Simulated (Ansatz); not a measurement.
The parent structure is Ta in the bcc (W type) structure (space group Im-3m, No. 229; a = 3.320 Å; relaxed with 0.1 eV smearing). Axes: x, y, z lie along the cube axes.

Level of theory: PBE/PAW in Ansatz (a program for electronic structure), no spin-orbit coupling.

Now apply this change: every lattice vector is shortened by 2.56 %; the atoms relax in the strained cell.

Predict the stress tensor and what it implies for the stiffness.

Stress of the strained cell less that of the base (GPa, compression positive):
```
   17.4     0.0     0.0
    0.0    17.4     0.0
    0.0     0.0    17.4
```

Then B = −ΔP/(ΔV/V₀) with ΔV/V₀ = -0.0749 gives secant stiffness values (nonlinear terms included at this strain): B ≈ 233 GPa.

As a check, the harmonic strain energy −½ V₀ Δσ:ε is 77 meV/atom; the computed energy rise is 70 meV/atom.

No phonon test of stability was made. All final runs are without spin polarisation.
